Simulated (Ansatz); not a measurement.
Consider ZnCu2SnS4 (space group I-4, No. 82; a = 5.468 Å, c = 10.935 Å). Axes: x, y, z lie along a, b, c of the conventional cell.

Computed with PBE (Ansatz, a program for electronic structure), no spin-orbit coupling.

Before the change:

* **Shortest interatomic distance**: 2.317 Å
* **Pressure**: 0.0 GPa

The change: compressive biaxial strain of 0.57 % in the plane normal to [001], as in epitaxy on a mismatched substrate; the out-of-plane cell vector and the atoms relax.

Problem. How does this affect the energy relative to the base, shortest interatomic distance and pressure?

Solution. The energy increases by 0.3 meV/atom; the shortest interatomic distance decreases by 0.004 Å (2.317 Å → 2.313 Å); the pressure (mean of the normal stresses, compression positive) goes from zero to 0.3 GPa.

Whether these cells are dynamically stable was not tested. The final runs are not spin-polarised. Gaps under 0.05 eV, about the width of the smearing, are given as zero.
